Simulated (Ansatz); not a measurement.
The parent structure is Lu in the hcp (Mg type) structure (space group P6_3/mmc, No. 194; a = 3.5043 Å, c = 5.4522 Å).

Structures relaxed with r2SCAN (Ansatz, a quantum-chemistry and plane-wave program; PAW; 500 eV plane waves; spin-orbit coupling left out).

Base:

Simulated powder pattern, Co Kα, λ = 1.79026 Å (kinematic, ideal powder, no thermal factors, no anomalous dispersion; the 10 strongest lines at most, above 2 %, up to 2θ = 90°):

```csv
2θ (°),I/Imax (%),hkl
34.31,24,(100)
38.34,24,(002)
39.46,100,(101)
52.38,15,(102)
61.44,20,(110)
70.07,20,(103)
72.30,3.1,(200)
74.79,23,(112)
75.52,17,(201)
84.93,4.2,(202)
```

It is then changed as follows: cell and atoms relaxed at a pressure of 7.5 GPa.

**Question.** How do the reflections move or split?

**Answer.** 
Simulated powder pattern, Co Kα, λ = 1.79026 Å (kinematic, ideal powder, no thermal factors, no anomalous dispersion; the 10 strongest lines at most, above 2 %, up to 2θ = 90°):

| 2θ (°) | I/Imax (%) | hkl |
|---|---|---|
| 35.77 | 24 | (100) |
| 40.29 | 24 | (002) |
| 41.23 | 100 | (101) |
| 54.96 | 15 | (102) |
| 64.28 | 19 | (110) |
| 73.88 | 20 | (103) |
| 75.80 | 3.1 | (200) |
| 78.65 | 22 | (112) |
| 79.28 | 17 | (201) |
| 89.53 | 4.3 | (202) |

The indices refer to the base's conventional cell; one index is shown for lines that coincide.

Load acts through the strain it causes; cell and atoms are relaxed under it. Stability against distortions was not tested. Competing high-pressure phases were not computed.
